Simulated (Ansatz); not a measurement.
Structure of amorphous Si₆₄N₈₀ (periodic cell):

```yaml
crystal:
  lattice:
    - [11.72108, 0.17051, 0.09903]
    - [0.17051, 11.96634, -0.12443]
    - [0.09903, -0.12443, 11.64734]
  atoms:
    - { symbol: Si, position: [0.46506, 0.20070, 0.85123] }
    - { symbol: Si, position: [0.23983, 0.29746, 0.84915] }
    - { symbol: Si, position: [0.99064, 0.58052, 0.39233] }
    - { symbol: Si, position: [0.65844, 0.36746, 0.82184] }
    - { symbol: Si, position: [0.20480, 0.33146, 0.13986] }
    - { symbol: Si, position: [0.53341, 0.16305, 0.12320] }
    - { symbol: Si, position: [0.38251, 0.24070, 0.32317] }
    - { symbol: Si, position: [0.03801, 0.20654, 0.74468] }
    - { symbol: Si, position: [0.78378, 0.90403, 0.59179] }
    - { symbol: Si, position: [0.47953, 0.94951, 0.80639] }
    - { symbol: Si, position: [0.47918, 0.54006, 0.94676] }
    - { symbol: Si, position: [0.86831, 0.37711, 0.67230] }
    - { symbol: Si, position: [0.65111, 0.65679, 0.51352] }
    - { symbol: Si, position: [0.54945, 0.24930, 0.55029] }
    - { symbol: Si, position: [0.38642, 0.75851, 0.19266] }
    - { symbol: Si, position: [0.40944, 0.99096, 0.28695] }
    - { symbol: Si, position: [0.07650, 0.91582, 0.96298] }
    - { symbol: Si, position: [0.35995, 0.88346, 0.02552] }
    - { symbol: Si, position: [0.68276, 0.99372, 0.95809] }
    - { symbol: Si, position: [0.90196, 0.98336, 0.79111] }
    - { symbol: Si, position: [0.62779, 0.10122, 0.70746] }
    - { symbol: Si, position: [0.24947, 0.07176, 0.46565] }
    - { symbol: Si, position: [0.72818, 0.14306, 0.48958] }
    - { symbol: Si, position: [0.60104, 0.61707, 0.14446] }
    - { symbol: Si, position: [0.12519, 0.97003, 0.34512] }
    - { symbol: Si, position: [0.27022, 0.61581, 0.70053] }
    - { symbol: Si, position: [0.17480, 0.72682, 0.32829] }
    - { symbol: Si, position: [0.25008, 0.04078, 0.84530] }
    - { symbol: Si, position: [0.96771, 0.05679, 0.54468] }
    - { symbol: Si, position: [0.64917, 0.27413, 0.31918] }
    - { symbol: Si, position: [0.12851, 0.07290, 0.10283] }
    - { symbol: Si, position: [0.88379, 0.08198, 0.03696] }
    - { symbol: Si, position: [0.93050, 0.96120, 0.25603] }
    - { symbol: Si, position: [0.98956, 0.62564, 0.83942] }
    - { symbol: Si, position: [0.11973, 0.81674, 0.75972] }
    - { symbol: Si, position: [0.49751, 0.44824, 0.46561] }
    - { symbol: Si, position: [0.80775, 0.58374, 0.19248] }
    - { symbol: Si, position: [0.70234, 0.04169, 0.22664] }
    - { symbol: Si, position: [0.60892, 0.86060, 0.40103] }
    - { symbol: Si, position: [0.47940, 0.75292, 0.61122] }
    - { symbol: Si, position: [0.11001, 0.43301, 0.67671] }
    - { symbol: Si, position: [0.98305, 0.28570, 0.13311] }
    - { symbol: Si, position: [0.02334, 0.81524, 0.51230] }
    - { symbol: Si, position: [0.90826, 0.28140, 0.42292] }
    - { symbol: Si, position: [0.59688, 0.76414, 0.93992] }
    - { symbol: Si, position: [0.74362, 0.82809, 0.15450] }
    - { symbol: Si, position: [0.23161, 0.49548, 0.92640] }
    - { symbol: Si, position: [0.18133, 0.70245, 0.06419] }
    - { symbol: Si, position: [0.42367, 0.44124, 0.72660] }
    - { symbol: Si, position: [0.45896, 0.99646, 0.55788] }
    - { symbol: Si, position: [0.26486, 0.87291, 0.63219] }
    - { symbol: Si, position: [0.98816, 0.74350, 0.12959] }
    - { symbol: Si, position: [0.75301, 0.48808, 0.41777] }
    - { symbol: Si, position: [0.87494, 0.32439, 0.94484] }
    - { symbol: Si, position: [0.13558, 0.27103, 0.48503] }
    - { symbol: Si, position: [0.40276, 0.33657, 0.06413] }
    - { symbol: Si, position: [0.23086, 0.51336, 0.46165] }
    - { symbol: Si, position: [0.05571, 0.40926, 0.32654] }
    - { symbol: Si, position: [0.90343, 0.60552, 0.60465] }
    - { symbol: Si, position: [0.82081, 0.76249, 0.82323] }
    - { symbol: Si, position: [0.43040, 0.65286, 0.36808] }
    - { symbol: Si, position: [0.03477, 0.50954, 0.08410] }
    - { symbol: Si, position: [0.65184, 0.57628, 0.74812] }
    - { symbol: Si, position: [0.64378, 0.38635, 0.08010] }
    - { symbol: N, position: [0.88968, 0.83656, 0.17681] }
    - { symbol: N, position: [0.07784, 0.99723, 0.21367] }
    - { symbol: N, position: [0.75822, 0.34404, 0.39058] }
    - { symbol: N, position: [0.41915, 0.89917, 0.16686] }
    - { symbol: N, position: [0.97031, 0.08538, 0.69681] }
    - { symbol: N, position: [0.96550, 0.30155, 0.28187] }
    - { symbol: N, position: [0.92625, 0.29957, 0.80270] }
    - { symbol: N, position: [0.70231, 0.81222, 0.50781] }
    - { symbol: N, position: [0.16794, 0.17106, 0.83023] }
    - { symbol: N, position: [0.11335, 0.43650, 0.19000] }
    - { symbol: N, position: [0.97323, 0.48170, 0.64875] }
    - { symbol: N, position: [0.54991, 0.48179, 0.81824] }
    - { symbol: N, position: [0.96357, 0.68378, 0.49877] }
    - { symbol: N, position: [0.81961, 0.03335, 0.91503] }
    - { symbol: N, position: [0.31224, 0.99320, 0.56893] }
    - { symbol: N, position: [0.31364, 0.75224, 0.06421] }
    - { symbol: N, position: [0.48399, 0.65202, 0.22825] }
    - { symbol: N, position: [0.46120, 0.21304, 0.00476] }
    - { symbol: N, position: [0.89984, 0.67814, 0.72795] }
    - { symbol: N, position: [0.69342, 0.49820, 0.15382] }
    - { symbol: N, position: [0.88405, 0.22116, 0.04753] }
    - { symbol: N, position: [0.68435, 0.85657, 0.01439] }
    - { symbol: N, position: [0.60797, 0.01499, 0.82856] }
    - { symbol: N, position: [0.14557, 0.60719, 0.39345] }
    - { symbol: N, position: [0.37877, 0.30916, 0.79833] }
    - { symbol: N, position: [0.44472, 0.12572, 0.24258] }
    - { symbol: N, position: [0.12399, 0.83752, 0.61467] }
    - { symbol: N, position: [0.50318, 0.43475, 0.04435] }
    - { symbol: N, position: [0.10108, 0.83778, 0.38996] }
    - { symbol: N, position: [0.26601, 0.36047, 0.99939] }
    - { symbol: N, position: [0.84890, 0.55779, 0.32841] }
    - { symbol: N, position: [0.27150, 0.99824, 0.33857] }
    - { symbol: N, position: [0.28569, 0.20695, 0.43889] }
    - { symbol: N, position: [0.24224, 0.90964, 0.77740] }
    - { symbol: N, position: [0.96823, 0.39657, 0.03297] }
    - { symbol: N, position: [0.63268, 0.06330, 0.08891] }
    - { symbol: N, position: [0.34961, 0.56118, 0.89669] }
    - { symbol: N, position: [0.57209, 0.64252, 0.64096] }
    - { symbol: N, position: [0.50975, 0.30409, 0.39664] }
    - { symbol: N, position: [0.77441, 0.57027, 0.54401] }
    - { symbol: N, position: [0.10946, 0.28705, 0.63598] }
    - { symbol: N, position: [0.50566, 0.12325, 0.61253] }
    - { symbol: N, position: [0.80737, 0.88682, 0.73628] }
    - { symbol: N, position: [0.14861, 0.57090, 0.01762] }
    - { symbol: N, position: [0.15017, 0.67661, 0.78182] }
    - { symbol: N, position: [0.20642, 0.51690, 0.60779] }
    - { symbol: N, position: [0.12421, 0.21593, 0.12263] }
    - { symbol: N, position: [0.07291, 0.78549, 0.01069] }
    - { symbol: N, position: [0.67388, 0.90493, 0.26965] }
    - { symbol: N, position: [0.71790, 0.04156, 0.59817] }
    - { symbol: N, position: [0.01974, 0.90109, 0.83089] }
    - { symbol: N, position: [0.67958, 0.13408, 0.34408] }
    - { symbol: N, position: [0.71399, 0.69576, 0.18025] }
    - { symbol: N, position: [0.74262, 0.44966, 0.73571] }
    - { symbol: N, position: [0.49716, 0.96103, 0.41447] }
    - { symbol: N, position: [0.72482, 0.35949, 0.95342] }
    - { symbol: N, position: [0.16491, 0.41913, 0.81687] }
    - { symbol: N, position: [0.33844, 0.32065, 0.20254] }
    - { symbol: N, position: [0.46710, 0.85557, 0.91620] }
    - { symbol: N, position: [0.49408, 0.38189, 0.59855] }
    - { symbol: N, position: [0.37922, 0.53270, 0.43257] }
    - { symbol: N, position: [0.33608, 0.73387, 0.63306] }
    - { symbol: N, position: [0.60366, 0.23403, 0.78321] }
    - { symbol: N, position: [0.68102, 0.69912, 0.83016] }
    - { symbol: N, position: [0.55009, 0.64864, 0.00979] }
    - { symbol: N, position: [0.91911, 0.92104, 0.53273] }
    - { symbol: N, position: [0.93222, 0.61057, 0.11780] }
    - { symbol: N, position: [0.23068, 0.98100, 0.99330] }
    - { symbol: N, position: [0.10074, 0.06362, 0.47018] }
    - { symbol: N, position: [0.60912, 0.53092, 0.42107] }
    - { symbol: N, position: [0.61119, 0.28058, 0.17521] }
    - { symbol: N, position: [0.87500, 0.15046, 0.47505] }
    - { symbol: N, position: [0.17343, 0.39013, 0.41523] }
    - { symbol: N, position: [0.11628, 0.71514, 0.19766] }
    - { symbol: N, position: [0.49213, 0.89347, 0.66138] }
    - { symbol: N, position: [0.83779, 0.04318, 0.17115] }
    - { symbol: N, position: [0.39268, 0.07160, 0.82764] }
    - { symbol: N, position: [0.31886, 0.74151, 0.32332] }
    - { symbol: N, position: [0.02213, 0.04001, 0.01044] }
    - { symbol: N, position: [0.52193, 0.73706, 0.45400] }
```

Methods: PBE, scalar-relativistic without spin-orbit coupling (Ansatz, a first-principles code); r2SCAN, scalar-relativistic without spin-orbit coupling (Ansatz). Neutral PBE cell, which sets geometry, pressure and energy: sampling: a 2×2×2 Γ-centred mesh; Fermi-Dirac width 0.02 eV; no spin polarisation. The usual formal charges leave 16 electrons over, so the level spacing at the Fermi energy parts defect or band states and needn't be the band gap.

Preparation: random packing, a CHGNet melt and quench, and a DFT relaxation. N atoms were pushed apart under 1.9 Å during the dynamics, to hinder bonds among them. The hot cell started wider than the set density and was brought back towards it in steps. It is the lowest in DFT energy of 4 quenches. It is a model cell: composition and starting density were chosen by hand, and all elements were melted together. No dispersion term was used. The quench was far faster than any real one, so the model tends to hold more defects than a real film. A cell of this size samples the disorder only roughly. Volume and shape were free in the relaxation.

Question: Give the pressure, the energy against reference phases and the spacing of the highest filled and lowest empty levels.

Answer: 
| Item | Result |
|---|---|
| Pressure on a 2×2×2 Γ-centred mesh | 0.00 GPa |
| Largest force and stress component on that mesh (the relaxation ran on the zone centre alone) | 0.06 eV/Å and 0.1 GPa |
| Energy relative to beta Si3N4 + silicon (lowest mix at this level among the phases computed, not always the ambient ones) | 0.346 eV/atom |
| Level spacing at the Fermi energy on a 2×2×2 Γ-centred mesh (PBE) | 0.43 eV |
| Level spacing at the Fermi energy at the zone centre (PBE) | 0.48 eV |
| Level spacing at the Fermi energy at the zone centre (r2SCAN) | 0.60 eV |
| Distance between the nearest levels spread over more than a fifth of the atoms or a third of the atoms of their main element (six at least) (PBE, zone centre) | 2.97 eV |

Question: At PBE and the zone centre, how localised are the states just below and above the Fermi level (participation number: the atoms over which a state spreads)?

Answer: The highest filled state is spread over 9.8 atoms' worth, largest on Si60, with weights by element (charge in smoothed Voronoi cells) Si 0.62, N 0.38. The lowest empty state is spread over 17.4 atoms' worth, largest on Si3, with weights by element (charge in smoothed Voronoi cells) Si 0.63, N 0.37.

At PBE the levels at both edges of the gap are localised (band-tail or defect states), and the nearest spread-out levels lie 3.0 eV apart at the zone centre.

Cut-offs for bonds: Si-Si 2.60 Å, Si-N 2.18 Å, N-N 1.70 Å. Two cations that share two anions don't count as bonded, nor two that share one unless they lie closer than Si-Si 2.38 Å.

A PBE run started with 1 μB on atoms that lack a bond or may hold spare charge lost its moments; other starts weren't tried.
